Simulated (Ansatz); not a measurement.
A self-consistent single point of K (Im-3m, 1 atom in the cell) with Ansatz (a first-principles code).

Method: PBE (plane waves, PAW; Ansatz).

```
CELL_PARAMETERS angstrom
     -2.65320     2.65320     2.65320
      2.65320    -2.65320     2.65320
      2.65320     2.65320    -2.65320
ATOMIC_POSITIONS crystal
  K  0.00000 0.00000 0.00000
```

Reference input (self-consistent single point, DFT, PBE, plane waves, default PAW files): basis.ecutwfc = 420 eV; kpoints.mp_grid.grid = 9 9 9; hamiltonian.xc = pbe; hamiltonian.pseudopotentials = {kind: paw} (the program's default PAW files); scf.occupations.method = fermi_dirac; scf.occupations.width = 0.1 eV. This run's input differs from it in these lines:

Ansatz 0.2 input:
```diff
@@ -10,3 +10,3 @@
 kpoints:
-  mp_grid: { grid: [9, 9, 9] }
+  mp_grid: { grid: [29, 29, 29], shift: [0.5, 0.5, 0.5] }
 hamiltonian:
```

The program printed (abridged):

```
SCF iter   1: F=—  HF=-1537.796784 eV  |F-HF|=—  |Δ(HF+E_count)|=         —  Δρ=3.18e-4  dr2=3.80e-5  ethr=1.77e-3  ⟨swp⟩=5.1  Hψ=44716  notcnv=0
all-band conjugate gradients solve this SCF's bands
preconditioner: auto → Kerker (q_TF=auto, 1.917 Å⁻¹)
SCF iter   2: F=—  HF=-1537.796618 eV  |F-HF|=—  |Δ(HF+E_count)|=   1.66e-4  Δρ=2.51e-4  dr2=4.69e-5  ethr=4.22e-7  ⟨swp⟩=2.3  Hψ=15165  notcnv=0
SCF iter   3: F=—  HF=-1537.796692 eV  |F-HF|=—  |Δ(HF+E_count)|=   7.37e-5  Δρ=8.68e-5  dr2=6.60e-6  ethr=4.22e-7  ⟨swp⟩=2.0  Hψ=8611  notcnv=0
SCF iter   4: F=—  HF=-1537.796707 eV  |F-HF|=—  |Δ(HF+E_count)|=   1.54e-5  Δρ=4.34e-5  dr2=1.16e-6  ethr=7.33e-8  ⟨swp⟩=2.6  Hψ=9489  notcnv=0
SCF iter   5: F=—  HF=-1537.796710 eV  |F-HF|=—  |Δ(HF+E_count)|=   3.19e-6  Δρ=2.41e-5  dr2=2.97e-7  ethr=1.29e-8  ⟨swp⟩=2.8  Hψ=9515  notcnv=0
SCF iter   6: F=-1537.796710 eV  HF=-1537.796710 eV  |F-HF|=3.30e-8  |Δ(HF+E_count)|=   1.22e-7  Δρ=8.76e-6  dr2=4.62e-8  ethr=1.11e-9  ⟨swp⟩=4.5  Hψ=29625  notcnv=0
SCF 1 converged in 6 iterations: F = -1537.796710 eV  dr2 = 4.62e-8
Free energy (F): -1537.796710 eV
Internal energy: -1537.770870 eV  (E = F + TS)
E sigma→0 (E₀):  -1537.783790 eV
Entropy (-TS):   -0.025840 eV (-25.840 meV/atom)
Fermi energy:    1.701222 eV
--- Forces (eV/Å), atoms counted from 1 ---
  atom   1  K     -0.00000000     0.00000000     0.00000000
--- Stress (GPa, compression-positive) ---
       -0.035844       0.000000       0.000000
        0.000000      -0.035844      -0.000000
        0.000000       0.000000      -0.035844
  P = ⅓ Tr σ = -0.0358 GPa (-0.358 kbar)
  The stress holds the Pulay correction. Without it, at fixed plane waves, as pw.x and ABINIT print it: P = -0.0362 GPa
```

The run converged in 6 iterations. Against the reference run the free energy rises by 1.5 meV/atom and the pressure stays at -0.04 GPa.

The starting cell has typed, rounded lattice constants, without a prior relaxation at this level. Its lattice was rescaled by up to half a per cent. Ansatz's pressure includes its estimate of the finite-basis (Pulay) stress.
